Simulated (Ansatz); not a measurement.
A series of runs on a (001) slab of RbMg6Zn (cut from a parent of space group no. 38; 16 atoms in the cell)

```
CELL_PARAMETERS angstrom
      5.21754     0.00000     0.00000
      0.00000     7.04106     0.00000
      0.00000     0.00000    27.05440
ATOMIC_POSITIONS crystal
  Rb 0.50000 0.50000 0.62211
  Rb 0.50000 0.00000 0.40521
  Mg 0.00000 0.21869 0.57844
  Mg 0.00000 0.78131 0.57844
  Mg 0.00000 0.50000 0.47656
  Mg 0.50000 0.24101 0.51261
  Mg 0.50000 0.75899 0.51261
  Mg 0.50000 0.50000 0.40219
  Mg 0.00000 0.71869 0.36153
  Mg 0.00000 0.28131 0.36153
  Mg 0.00000 0.00000 0.69347
  Mg 0.50000 0.74101 0.29570
  Mg 0.50000 0.25899 0.29570
  Mg 0.50000 0.00000 0.61910
  Zn 0.00000 0.50000 0.70430
  Zn 0.00000 0.00000 0.48739
```

Base run A: PBE (Ansatz, a program for electronic structure), self-consistent single point.

Its settings: kpoints.mp_grid.grid = 7 5 1; hamiltonian.xc = pbe; hamiltonian.pseudopotentials = {kind: paw} (the program's default PAW files); scf.occupations.method = methfessel_paxton; scf.occupations.width = 0.1 eV; efield.axis = 3; efield.dipole_correction = true.

The starting cell comes from a database of computed structures (which also holds hypothetical and non-ambient phases and stackings), without a prior relaxation at this level. The slab is cut from that crystal, and its faces are unrelaxed.

ΔF is the free energy per atom less that of run A. 

```csv
run,scf.occupations.width,ΔF (meV/atom),largest force (eV/Å),TS (meV/atom)
A,0.1 eV,0.00,0.937,0.1
B,0.002 eV,0.13,0.934,0.0
C,0.01 eV,0.12,0.935,0.0
D,0.025 eV,0.09,0.935,0.0
E,0.15 eV,0.02,0.934,-0.3
F,0.2 eV,0.11,0.928,-0.2
G,0.3 eV,-0.10,0.919,1.6
H,0.5 eV,-1.65,0.918,3.8
I,0.8 eV,-3.0,0.927,1.5
```

Run I against A: The free energy goes down by 3.0 meV/atom and the largest force moves little (0.937 to 0.927 eV/Å).

Run H against A: The free energy falls by 1.7 meV/atom and the largest force goes from 0.937 to 0.918 eV/Å.

Run D against A: The free energy hardly moves (within 1 meV/atom) and the largest force hardly changes (0.937 to 0.935 eV/Å).

Keys are those of Ansatz 0.2.
